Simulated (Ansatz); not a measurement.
SrTiO3, response to strain

Base system: SrTiO3 in the cubic perovskite structure (space group Pm-3m, No. 221; a = 3.9364 Å).

Strains are applied to the cell and any free atomic positions relax.

Computed with Ansatz (a program for electronic structure), PBE, PAW, cutoff 420 eV, no spin-orbit coupling.

```tsv
isotropic strain (%)	pressure (GPa)
0	0.0
0.6	-2.9
1.2	?
1.8	-8.1
2.4	-10.4
3	-12.4
```

**Question.** Fit P = P₀ − Bδ + Cδ² with δ = (1 + ε)³ − 1 to the rows shown and predict the withheld row.

**Answer.** Least squares on the printed values gives P₀ = 0.0 GPa, B = 168 GPa, C = 363 GPa (largest residual 0.0 GPa); this predicts -5.6 GPa, and the run gives -5.6 GPa, in agreement.

Stability against distortions was not tested. The final runs are not spin-polarised. Many cubic perovskites are stable only at high temperature; tilts and polar distortions were not tested.
